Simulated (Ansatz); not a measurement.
## RuSi: pressure series

The parent structure is RuSi (space group P2_13, No. 198; a = 4.7064 Å).

Cell and atoms are relaxed at each pressure.

Computed with r2SCAN (Ansatz, a quantum-chemistry and plane-wave program, PAW, no spin-orbit coupling), earlier PAW set.

| pressure (GPa) | volume per atom (Å³/atom) |
|---|---|
| -2 | 13.152 |
| -1 | 13.091 |
| 0 | 13.031 |
| 1.8 | 12.928 |
| 4.2 | ? |
| 9 | 12.561 |
| 30 | 11.763 |

### Question
Fit the third-order Birch–Murnaghan form P(V) = (3B₀/2)[(V₀/V)^(7/3) − (V₀/V)^(5/3)]·[1 + (3/4)(B₀′ − 4)((V₀/V)^(2/3) − 1)] (squares taken in P) to the rows shown and predict the withheld row.

### Answer
Least squares on the printed values gives V₀ = 13.031 Å³/atom, B₀ = 222 GPa, B₀′ = 5.5; this predicts 12.798 Å³/atom, and the run gives 12.798 Å³/atom, in agreement.

Load acts through the strain it causes; cell and atoms are relaxed under it. Whether these cells are dynamically stable was not tested. Competing high-pressure phases were not computed.
